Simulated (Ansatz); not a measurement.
An Ansatz (an electronic-structure program) run: TiB2 with a change (uniaxial strain ε_zz = −0.50 %); Ansatz PBE, without spin-orbit coupling.

Input:

Ansatz 0.2 input:
```yaml
crystal:
  lattice:
    - [3.0323806535, 0, 0]
    - [-1.5161903267, 2.6261186798, 0]
    - [0, 0, 3.2077075309]
  atoms:
    - { symbol: Ti, position: [0, 0, 0] }
    - { symbol: B, position: [0.6666666667, 0.3333333333, 0.5] }
    - { symbol: B, position: [0.3333333333, 0.6666666667, 0.5] }
basis: { ecutwfc: 420, ecutrho_ratio: 4, xc_grid: 2, fft_grid_basis: typed }
kpoints: { mp_grid: { grid: [22, 22, 18] } }
hamiltonian:
  xc: pbe
  dispersion: none
  pseudopotentials: { kind: paw }
scf: { occupations: { method: fermi_dirac, width: 0.1 }, convergence: { dr2_threshold: 0.0000000003 } }
relax: { f_tol: 0.005, max_steps: 50 }
output: { forces: true, stress: true }
checkpoint: { write: state.ck, write_every: 1000 }
```

Output (explanatory and most iteration lines left out):

```
Relaxation: its limit of steps is 50 (relax.max_steps)
Pseudopotential: Ti, paw, valence charge 12
Pseudopotential: B, paw, valence charge 3
Crystal: 3 atoms, lattice volume = 25.544 Å³
Basis set: ecut = 420 eV, 503 PW (Γ), exchange–correlation on 48×48×48 points (8 copies of the dense FFT grid, shifted against one another)
Bands: 13, of which v1, the nominal top of the filled ones, is band 9 counted from 1 (8 counted from 0)
Symmetry: 24 space group operations
Space group: P6/mmm (ITA 191), of the structure as read, at distance tolerance 2.9e-5 Å
k-points: 520 of 8712
Functional: x = pbe(κ = 0.804, μ = 0.2195149727645171), c = pbe(β = 0.06672455060314922)
SCF iter   1: F=—  HF=-2814.699823 eV  |F-HF|=—  |Δ(HF+E_count)|=         —  Δρ=2.98e-3  dr2=1.76e-3  ethr=1.77e-3  ⟨swp⟩=4.4  Hψ=33060  notcnv=0
SCF iter   2: F=—  HF=-2814.699228 eV  |F-HF|=—  |Δ(HF+E_count)|=   5.95e-4  Δρ=1.61e-3  dr2=5.39e-4  ethr=9.79e-6  ⟨swp⟩=1.4  Hψ=11737  notcnv=0
SCF 1 converged in 6 iterations: F = -2814.699114 eV  dr2 = 4.32e-11
relax step   1: F+E_penalty+E_count = -2814.69911393 eV  Δ(F+E_penalty+E_count) = +0.000e0 eV  max|allowed force component| = 1.974e-16 eV/Å  Δτ_max = 0.0000 Å  (6 SCF iters, accepted)
SCF converged after 6 iterations
Free energy (F): -2814.699114 eV
Internal energy: -2814.686665 eV  (E = F + TS)
E sigma→0 (E₀):  -2814.692889 eV
Entropy (-TS):   -0.012449 eV (-4.150 meV/atom)
Fermi energy:    15.261456 eV
--- Forces (eV/Å), atoms counted from 1 ---
  atom   1  Ti     0.00000000     0.00000000     0.00000000
  atom   2  B     -0.00000000     0.00000000     0.00000000
  atom   3  B      0.00000000    -0.00000000     0.00000000
--- Stress (GPa, compression-positive) ---
        0.525263      -0.000000       0.000000
       -0.000000       0.525263       0.000000
        0.000000       0.000000       2.297628
  P = ⅓ Tr σ = 1.1161 GPa (11.161 kbar)
--- Relaxed structure (1 steps of the walk, 1 accepted, 0 SCFs on fresh bases) ---
  atoms:
    - { symbol: Ti, position: [0.0, 0.0, 0.0] }
    - { symbol: B, position: [0.6666666666666667, 0.33333333333333337, 0.5] }
    - { symbol: B, position: [0.3333333333333333, 0.6666666666666667, 0.5] }
```

Whether these cells are dynamically stable was not tested. All final runs are without spin polarisation. The cell was made from TiB$_{2}$ (space group P6/mmm, No. 191) by this change: uniaxial strain ε_zz = −0.50 %.
